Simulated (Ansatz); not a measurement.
# AlAs: pressure series

Base system: AlAs in the zinc blende structure (space group F-43m, No. 216).

```xyz
2
Lattice="0.0000 2.8642 2.8642 2.8642 0.0000 2.8642 2.8642 2.8642 0.0000" Properties=species:S:1:pos:R:3 pbc="T T T"
As     4.2963     4.2963     4.2963
Al     0.0000     0.0000     0.0000
```

Cell and atoms are relaxed at each pressure.

Computed with PBE, PAW, 420 eV (Ansatz, a quantum-chemistry and plane-wave program; without spin-orbit coupling).

Before the change:

- Band gap = 1.50 eV

Task: The aim is a band gap between 0.58 eV and 0.63 eV. Which of these changes reaches it?
A. pressure 9 GPa
B. pressure 30 GPa
C. pressure 60 GPa

Result: C, pressure 60 GPa. It gives 0.60 eV; pressure 30 GPa gives 0.97 eV; pressure 9 GPa gives 1.31 eV. Changes not listed may reach it too

Load acts through the strain it causes; cell and atoms are relaxed under it. Stability against distortions was not tested. Measured, AlAs leaves this structure (for the NiAs type) near 12 GPa (temperature not stated; as listed in Datta, Sujoy, Jana, Debnarayan, arXiv (2020)), on rising pressure, with hysteresis.
